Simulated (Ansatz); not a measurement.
Base system: Mg3PbO in the anti-perovskite structure (space group Pm-3m, No. 221; a = 4.385 Å; a hypothetical phase, not in the database extracts checked).

Method: PBEsol/PAW in Ansatz (a first-principles code), scalar-relativistic without spin-orbit coupling.

Base values:

| Property | Value |
|---|---|
| Pressure | 0.0 GPa |
| Band gap | zero |

Modification: an isotropic linear strain of +4.81 %, atoms relaxed at fixed cell.

Q: What does the calculation give for the energy relative to the base after the change?

A: The energy increases by 65 meV/atom.

Q: What happens to the pressure?

A: The pressure goes from zero to -7.2 GPa.

Q: What does the calculation give for the band gap after the change?

A: The band gap remains zero.

Whether these cells are dynamically stable was not tested. The final runs are not spin-polarised. The zero or small gap of Mg3PbO can change with the level of theory.
